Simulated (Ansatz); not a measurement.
The starting structures come from a database of crystals and need not be the phases stable at ambient conditions.

Inside the gap of an insulator the Bloch states are evanescent, with a wavenumber k + iκ along the transport direction.

Input:

```
CELL_PARAMETERS angstrom
      4.66241     0.00000     0.00000
      0.00000     9.26369     0.00000
      0.00000     0.00000     4.66241
ATOMIC_POSITIONS crystal
  Mg 0.00000 0.00000 0.00000
  Mg 0.50000 0.50000 0.50000
  Sb 0.50000 0.16771 0.50000
  Sb 0.50000 0.83229 0.50000
  Sb 0.00000 0.66771 0.00000
  Sb 0.00000 0.33229 0.00000
  O  0.30165 0.32811 0.69835
  O  0.69835 0.67189 0.30165
  O  0.80165 0.82811 0.80165
  O  0.19835 0.17189 0.19835
  O  0.69835 0.32811 0.30165
  O  0.30165 0.67189 0.69835
  O  0.19835 0.82811 0.19835
  O  0.80165 0.17189 0.80165
  O  0.69008 0.00000 0.30992
  O  0.30992 0.00000 0.69008
  O  0.19008 0.50000 0.19008
  O  0.80992 0.50000 0.80992
```

Space group of this cell: P4_2/mnm. The cell is taken as given.

Transport runs along the normal of the first two printed cell vectors, the (100) plane of the conventional cell.

No gap correction and no spin-orbit coupling; mid-gap values are interpolated between computed energies.

Task: State the band gap and the smallest decay constant κ at mid-gap according to r2SCAN (Ansatz, a first-principles code).

Result: Gap 2.13 eV on a 8×4×8 mesh; κ = 0.240 1/Å, at the zone centre.
